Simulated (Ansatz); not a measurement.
**TiAl3 (I4/mmm, No. 139)**

Computed with PBEsol-D3(BJ) (Ansatz, an electronic-structure program, plane waves, PAW).

Run with plane-wave cutoff 520 eV, 20×20×20 k mesh, Fermi–Dirac smearing 0.05 eV, no spin polarisation, scalar-relativistic PAW data made under PBE.

Cell: relaxed at this level.

volume per atom: 14.98 Å³/atom
bulk modulus: 121 GPa
band gap: zero (no gap)
lattice constant a: 3.769 Å
c axis length: 8.438 Å
pressure derivative B′ of the bulk modulus: 4.0

Measured, for comparison: equilibrium volume per atom 15.93 Å³/atom (temperature not stated, no zero-point or thermal correction; as tabulated in P. Norby and A. Norlund Christensen, Acta Chemica Scandinavica A40, 157 (1986)). Computed (rounded) less measured: equilibrium volume per atom -6.0 %.

Note: the volume lies 6 % below that of the published cell; the bulk modulus comes from volumes at which shape and atoms were relaxed.

The computed numbers hold no vibrational or temperature effects.

It cost very roughly 25 core-minutes of CPU time.
